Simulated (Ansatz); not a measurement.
# A computed series for BeS: response to strain

The reference is BeS in the zinc blende structure (space group F-43m, No. 216; a = 4.838 Å). Axes: x, y, z lie along the cube axes.

Strains are applied to the cell and any free atomic positions relax; under biaxial strain the out-of-plane vector relaxes too.

Method: PBEsol (Ansatz, a first-principles code), no spin-orbit coupling.

| biaxial strain, plane normal [001], relaxed out of plane (%) | out-of-plane strain (%) |
|---|---|
| -3 | 2.38 |
| -2.5 | ? |
| -2 | 1.60 |
| -1.5 | 1.20 |
| -1 | 0.80 |
| -0.5 | 0.40 |
| 0 | 0.00 |

Q: Fit ε⊥ = −νε + γε² (strains in %) to the rows shown and predict the withheld row.

A: Least squares on the printed values gives ν = 0.81 (the biaxial Poisson response) and γ = -0.004 (largest residual 0.00 %); this predicts 1.99 %, and the run gives 1.99 %, in agreement.

Stability against distortions was not tested.
